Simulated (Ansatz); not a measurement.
System: Sc3InC (Pm-3m, No. 221, 5 atoms in the cell; start mp-8578). Method: LDA in Ansatz (PAW).

Run with plane-wave cutoff 520 eV, 12×12×12 k mesh, Fermi–Dirac smearing 0.05 eV, scalar-relativistic PAW data made under PBE.

Cell (relaxed at this level):

```yaml
crystal:
  lattice:
    - [4.45509, 0.00000, 0.00000]
    - [0.00000, 4.45509, 0.00000]
    - [0.00000, 0.00000, 4.45509]
  atoms:
    - { symbol: Sc, position: [0.50000, 0.00000, 0.50000] }
    - { symbol: Sc, position: [0.00000, 0.50000, 0.50000] }
    - { symbol: Sc, position: [0.50000, 0.50000, 0.00000] }
    - { symbol: In, position: [0.00000, 0.00000, 0.00000] }
    - { symbol: C, position: [0.50000, 0.50000, 0.50000] }
```

Question: Estimate the bulk modulus B0 that the calculation returns.

Answer: 
* **bulk modulus B0**: 113 GPa

The run finds no gap.

Note: the bulk modulus is −V dP/dV from two relaxed cells at ±2 % in volume; the relaxation could not lower the start's symmetry, so the cell can be a saddle point above a distorted one.

Spin–orbit coupling is not included; it can open a gap where bands touch, and shift volumes and moduli.

Static lattice: no zero-point or thermal effects.

A start named mp-… is a Materials Project structure, which need not be a measured phase.

Ansatz is a first-principles code.
